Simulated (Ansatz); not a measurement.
Hypothetical zinc blende TlBr: element substitutions

Consider TlBr in the zinc blende structure (space group F-43m, No. 216; a = 7.3107 Å; a hypothetical phase, not in the database extracts checked).

Each row replaces one element on all its sites; cell and atoms are relaxed.

Levels (all Ansatz, a quantum-chemistry and plane-wave program, PAW, earlier PAW set): PBEsol (420 eV, no SOC); PBEsol+SOC (420 eV, spin-orbit coupling included).

Band gaps by level, all at the geometries relaxed with PBEsol:

```json
[
 {"case": "base", "PBEsol": "2.77 eV", "PBEsol+SOC": "2.50 eV"},
 {"case": "Tl → Bi", "PBEsol": "zero", "PBEsol+SOC": "(withheld)"},
 {"case": "Tl → B", "PBEsol": "0.43 eV", "PBEsol+SOC": "(withheld)"}
]
```

Complete the table.


- Tl → Bi, PBEsol+SOC: 0.50 eV
- Tl → B, PBEsol+SOC: 0.30 eV

Single points use the geometry relaxed with PBEsol. The spin-orbit shifts are approximate. Spin-orbit coupling, missing from the scalar runs, can matter with Tl. Stability against distortions was not tested. As relaxed here, BiBr and BBr are hypothetical phases, not in the database extracts checked. The runs without spin-orbit coupling are not spin-polarised. The zero or small gap of BBr can change with the level of theory.
